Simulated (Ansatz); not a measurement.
**Sn in the diamond structure (space group Fd-3m, No. 227)**

```
Sn
1.0
    0.00000     3.27007     3.27007
    3.27007     0.00000     3.27007
    3.27007     3.27007     0.00000
Sn
2
Direct
  0.25000   0.25000   0.25000
  0.00000   0.00000   0.00000
```

The values are results of PBEsol in Ansatz (plane waves to 420 eV, PAW, no spin-orbit coupling), not measurements. Γ-centred 12×12×12 mesh, Fermi–Dirac width 0.05 eV.

| Property | Result |
|---|---|
| Volume per atom | 34.97 Å³ |
| Density | 5.64 g/cm³ |
| Band gap | zero |
| Total energy | -5949.754 eV/atom (σ→0; compares only within this code and set-up) |

Stability against distortions was not tested.

Ansatz is an electronic-structure program.
